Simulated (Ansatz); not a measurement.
Data:

End structure of F on the 1x1 (0001) surface of hcp Zr, one in a 2x2 cell, started at the site 'hollow Zr-Zr-Zr':

```xyz
17
Lattice="6.4650 0.0000 0.0000 -3.2325 5.5988 0.0000 0.0000 0.0000 27.0000" Properties=species:S:1:pos:R:3 pbc="T T T"
Zr     1.6162     0.9331     9.7249
Zr     0.0000     3.7326     9.7249
Zr     4.8487     0.9331     9.7249
Zr     3.2325     3.7326     9.7249
Zr     0.0000     1.8663    12.1570
Zr    -1.6162     4.6657    12.1570
Zr     3.2325     1.8663    12.1570
Zr     1.6162     4.6657    12.1570
Zr     1.5811     0.9128    14.8508
Zr     0.0000     3.7326    14.8323
Zr     4.8839     0.9128    14.8508
Zr     3.2325     3.7732    14.8508
Zr     0.0000     1.9021    17.3295
Zr    -1.5852     4.6478    17.3295
Zr     3.2325     1.8663    17.1793
Zr     1.5852     4.6478    17.3295
F      0.0000     0.0000    18.5553
```

Model: 17-atom slab, 7.6 Å thick at the start under the adsorbate (thin: gaps and levels are the slab's own), 5x5x1 mesh, Fermi-Dirac 0.1 eV, dipole correction, single point; on the structure that PBE left under its start's symmetry; no spin, no spin-orbit, no U, no dispersion correction. At the end it is bonded to 3 Zr. In PBE it is, or lies within 0.03 eV of, the lowest of the starts that converged; the order may differ at this level.

A negative adsorption energy means that the adsorbate is more stable on the surface than in its reference.

Question: What is the computed change of the step from the bottom to the top vacuum level, against the clean slab (r2SCAN, at the PBE geometry (Ansatz, a program for electronic structure))?

Answer: -0.30 eV

Question: Give the work function of the top face at the level r2SCAN, at the PBE geometry.

Answer: 3.93 eV

Question: What adsorption energy against ½ F2(g) at the same level does r2SCAN, at the PBE geometry give?

Answer: -5.89 eV

Question: What is the computed change of the work function (r2SCAN, at the PBE geometry)?

Answer: -0.31 eV
